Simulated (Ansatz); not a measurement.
**A computed series for GaN: pressure series**

The parent structure is GaN in the wurtzite structure (space group P6_3mc, No. 186; a = 3.183 Å, c = 5.186 Å).

Cell and atoms are relaxed at each pressure.

All numbers come from Kohn–Sham DFT with the PBEsol functional, run in Ansatz (a program for electronic structure) with PAW and 420 eV plane waves, without spin-orbit coupling, earlier PAW set.

Candidates:
(a) pressure 30 GPa
(b) pressure 45 GPa
(c) pressure 9 GPa
(d) pressure 60 GPa

For the base:

The width of the top valence band comes out as 2.82 eV.

Q: Order them by width of the top valence band, highest first.

A: (d) pressure 60 GPa (3.55 eV), (b) pressure 45 GPa (3.39 eV), (a) pressure 30 GPa (3.26 eV), (c) pressure 9 GPa (2.97 eV)

The levels and masses belong to the bands next to the band gap. Load acts through the strain it causes; cell and atoms are relaxed under it. Whether these cells are dynamically stable was not tested. Measured, GaN leaves this structure (for rock salt) near 47 GPa (temperature not stated; as listed in Datta, Sujoy, Jana, Debnarayan, arXiv (2020)), on rising pressure, with hysteresis.
